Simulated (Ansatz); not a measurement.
Start from ZnS in the wurtzite structure (space group P6_3mc, No. 186).

```yaml
crystal:
  lattice:
    - [3.84514, 0.00000, 0.00000]
    - [-1.92257, 3.32999, 0.00000]
    - [0.00000, 0.00000, 6.30573]
  atoms:
    - { symbol: Zn, position: [0.66667, 0.33333, 0.99985] }
    - { symbol: Zn, position: [0.33333, 0.66667, 0.49985] }
    - { symbol: S, position: [0.66667, 0.33333, 0.62535] }
    - { symbol: S, position: [0.33333, 0.66667, 0.12535] }
```

Levels (all Ansatz, an electronic-structure program, PAW, earlier PAW set): PBE (420 eV, spin-orbit coupling left out); r2SCAN (500 eV, no SOC).

Its gap is 2.07 eV with PBE and 2.64 eV with r2SCAN.

Perturbation: the cell is scaled by 1.0138 in all directions; the atoms relax in the strained cell.

With PBE the gap becomes 1.90 eV.

Task: If the r2SCAN correction stayed the same, what would the r2SCAN gap be, and what does the r2SCAN run give?

Result: A rigid correction of +0.57 eV gives 2.47 eV. The r2SCAN run gives 2.45 eV, so the two effects roughly add.

Single points use the geometry relaxed with PBE. Whether these cells are dynamically stable was not tested.
